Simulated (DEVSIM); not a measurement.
System: illuminated Si n-on-p cell, one wavelength, at 400 K.

| layer (left to right) | material | thickness (μm) | Nd (cm⁻³) | Na (cm⁻³) | τn (s) | τp (s) | absorption coefficient (cm⁻¹) |
|---|---|---|---|---|---|---|---|
| 1 | Si | 0.590 | 2.2e18 | - | 1.3e-8 | 3.1e-8 | 5500 |
| 2 | Si | 280 | - | 1.8e16 | 4.5e-7 | 4.5e-7 | 5500 |

Left contact: ohmic, minority hole recombination velocity 20000 cm/s. Right contact: ohmic, minority electron recombination velocity 9e5 cm/s. Voltage is applied to the left contact. Recombination: SRH at mid-gap, radiative, Auger. Light enters at the left, 6e16 photons cm⁻² s⁻¹, one pass, no reflection. Mobility is μmin + (μ − μmin)/(1 + (N/Nref)^α).

Constants are typed, rounded textbook-type inputs, not results; the design itself was drawn at random and stands for no fabricated device. Values at 300 K; Nc and Nv go as T^1.5, mobilities as T to minus their exponent, the gap by Varshni's rule with the affinity fixed.

| parameter | Si |
|---|---|
| gap (eV) | 1.124 |
| affinity (eV) | 4.05 |
| permittivity | 11.7 |
| Nc (cm⁻³) | 2.86e19 |
| Nv (cm⁻³) | 3.1e19 |
| μn (cm²/Vs) | 1417 |
| μp (cm²/Vs) | 470 |
| μn,min | 52 |
| μp,min | 45 |
| Nref,n | 9.7e16 |
| Nref,p | 2.2e17 |
| αn | 0.68 |
| αp | 0.72 |
| T exponent of μn | 2.3 |
| T exponent of μp | 2.2 |
| B (cm³/s) | 4.7e-15 |
| Cn (cm⁶/s) | 2.8e-31 |
| Cp (cm⁶/s) | 9.9e-32 |
| Varshni α (eV/K) | 0.000473 |
| Varshni β (K) | 636 |

Model (solved in DEVSIM): 1D drift-diffusion, Boltzmann statistics, complete ionisation; no tunnelling, impact ionisation, image-force lowering or self-heating.

Base results: fill factor 0.65; open-circuit voltage (V) 0.289; largest field in the device at zero bias (V/cm) 100000; potential step across the device at zero bias (V) 0.721.

Question: What follows from this one change: temperature 400 → 300 K?

Answer: fill factor 0.65 → 0.81; open-circuit voltage 0.289 → 0.537 V; largest field in the device at zero bias 100000 → 97000 V/cm; potential step across the device at zero bias 0.721 → 0.865 V.

Question: What follows from this one change: minority lifetime in layer 2 4.5e-07 → 1.3e-06 s?

Answer: fill factor 0.65 → 0.67; open-circuit voltage 0.289 → 0.308 V; largest field in the device at zero bias little changed (100000 V/cm); potential step across the device at zero bias little changed (0.721 V).

Question: What follows from this one change: doping Na of layer 2 1.8e+16 → 5.4e+14 cm^-3?

Answer: fill factor 0.65 → 0.49; open-circuit voltage 0.289 → 0.166 V; largest field in the device at zero bias 100000 → 93000 V/cm; potential step across the device at zero bias 0.721 → 0.601 V.

Question: What follows from this one change: photon flux 6e+16 → 6e+17 cm^-2 s^-1?

Answer: fill factor 0.65 → 0.70; open-circuit voltage 0.289 → 0.369 V; largest field in the device at zero bias little changed (100000 V/cm); potential step across the device at zero bias little changed (0.721 V).
